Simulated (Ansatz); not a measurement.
W₂Ge (model structure, started from the Cu2Sb type, P4/nmm, No. 129, 6 atoms in the cell): properties by level of theory

| level (code) | lattice parameter a (Å) | lattice parameter c (Å) | formation enthalpy (eV/atom) |
|---|---|---|---|
| PBE (Ansatz) | 3.767 | 6.822 | ? |
| PBEsol (Ansatz) | ? | 6.771 | 0.304 |
| PBE-D3(BJ) (Ansatz) | ? | ? | 0.315 |

Question: Complete the blanks.

Answer: 
- PBE (Ansatz, a quantum-chemistry and plane-wave program), formation enthalpy (eV/atom): 0.353
- PBEsol (Ansatz), lattice parameter a (Å): 3.722
- PBE-D3(BJ) (Ansatz), lattice parameter a (Å): 3.726
- PBE-D3(BJ) (Ansatz), lattice parameter c (Å): 6.782

Ansatz's density-functional and Hartree–Fock values are scalar-relativistic unless marked +SOC, with PAW data made under PBE.

The computed numbers hold no vibrational or temperature effects.

A model structure was made by putting elements into a prototype or built by hand; it is no filed structure, need not be a known phase, and can be a saddle point held by its symmetry.
